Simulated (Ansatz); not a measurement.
KF: band gap against pressure

KF (rock salt, Fm-3m, 18.681 Å³/atom and stress up to 0.01 GPa in the relaxed cell, cube axes along x, y and z) under hydrostatic pressure, with the cell free. PBEsol in Ansatz, a plane-wave DFT program (PAW, default set), 420 eV, 11×11×11 Γ-centred mesh, Fermi-Dirac smearing 0.05 eV; ions are relaxed, or left where forces stay under 0.02 eV/Å, within the symmetry of each cell. Gaps are the smallest over the k-mesh and a band path, without spin-orbit coupling; in all rows the valence edge lies at Γ and the conduction edge at Γ.

Here P stands for pressure and Eg for gap.

| pressure (GPa) | gap (eV) |
|---|---|
| -1.0 | 5.989 |
| 0.0 | 6.151 |
| 0.3 | 6.198 |
| 0.7 | 6.256 |
| 1.5 | 6.366 |
| 3.0 | ? |

Using a straight line, estimate the missing Eg at P = 3.0 from the other rows, showing the fit.

Means: P 0.30000, Eg 6.1920. About the means, the sum of products is 0.51060 and the sum of squares of P is 3.3800; the slope is their ratio. Least squares gives Eg = 6.1467 + 0.15107·P. Residuals (row less fit): -0.0066, 0.0043, 0.0060, 0.0036, -0.0073; standard error 0.0074 (degrees of freedom: 3). Over these rows the gap moves by 151 ± 4 meV per GPa. At the withheld row, Eg = 6.1467 + 0.15107 × 3.0 = 6.5999 eV. The calculation gives 6.552 eV, 0.0479 eV below the prediction (8.5 % of the range of Eg in the table). The row lies outside the fitted rows, so this is an extrapolation. From the scatter of the fitted rows alone, a prediction at this place has a standard error of 0.0136 eV, so the miss is 3.5 times that.

A polynomial of degree 2 through the 6 other runs of the series gives 6.536 there. Other structures, which can take over under pressure, weren't tried. Rows are the converged runs of the series near zero and its far end, less any whose ions stayed unrelaxed beside relaxed ones; series whose fitted rows scatter by over a few per cent of the range, as at a crossing or softening among them, aren't shown in this form. Most that stay on the fit to the last digits aren't either.
